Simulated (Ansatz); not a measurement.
The starting structures come from a database of crystals and need not be the phases stable at ambient conditions.

The decay constant κ of evanescent states in the gap governs leakage through a thin film.

Here is the system:

```xyz
5
Lattice="4.0630 0.0000 0.0000 0.0000 5.8397 0.0000 0.0000 2.9198 2.9328" Properties=species:S:1:pos:R:3 pbc="T T T"
Ba     0.0000     5.8397     0.0200
Ti     2.0315     2.9198     0.1085
O      2.0315     1.4976     1.3778
O      2.0315     4.3420     1.3778
O      0.0000     5.8397     2.8636
```

Space group of this cell: Amm2. The cell is strained (all lengths scaled by 1.02); by r2SCAN its mean pressure is -10.5 GPa.

Transport runs along the normal of the first two printed cell vectors.

No gap correction and no spin-orbit coupling; mid-gap values are interpolated between computed energies.

Question: Give the band gap and the smallest decay constant κ at mid-gap that r2SCAN run with Ansatz (an electronic-structure program) yields.

Answer: Gap 2.39 eV on a 8×10×10 mesh; κ = 0.340 1/Å, at (0.000, 0.167) of the in-plane reciprocal vectors. At the zone centre, at the nearest computed energy, the slowest state has κ = 0.36 1/Å.
